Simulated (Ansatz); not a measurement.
## GaSb, response to strain

The reference is GaSb in the zinc blende structure (space group F-43m, No. 216; a = 6.111 Å). Axes: x, y, z lie along the cube axes.

Strains are applied to the cell and any free atomic positions relax; under biaxial strain the out-of-plane vector relaxes too.

Levels (all Ansatz, a quantum-chemistry and plane-wave program, PAW): PBEsol (420 eV, scalar-relativistic without spin-orbit coupling); r2SCAN (500 eV, spin-orbit coupling left out); HSE06 (420 eV, no spin-orbit coupling).

Band gaps by level, all at the geometries relaxed with PBEsol:

| case | PBEsol | r2SCAN | HSE06 |
|---|---|---|---|
| base | zero | 0.49 eV | – |
| biaxial strain −1.63 %, plane normal [110], relaxed out of plane | 0.09 eV | 0.52 eV | – |
| isotropic strain −1.61 % | 0.35 eV | 0.82 eV | 1.16 eV |
| isotropic strain −1.59 % | 0.35 eV | 0.82 eV | 1.16 eV |
| isotropic strain +1.16 % | zero | 0.23 eV | – |
| uniaxial strain ε_zz = −3.04 % | 0.10 eV | 0.60 eV | 0.97 eV |

Single points use the geometry relaxed with PBEsol. Spin-orbit coupling, missing from the scalar runs, can matter with Sb. Whether these cells are dynamically stable was not tested. The final runs are not spin-polarised. A zero or small gap of GaSb can be the functional's error rather than a property of the material.
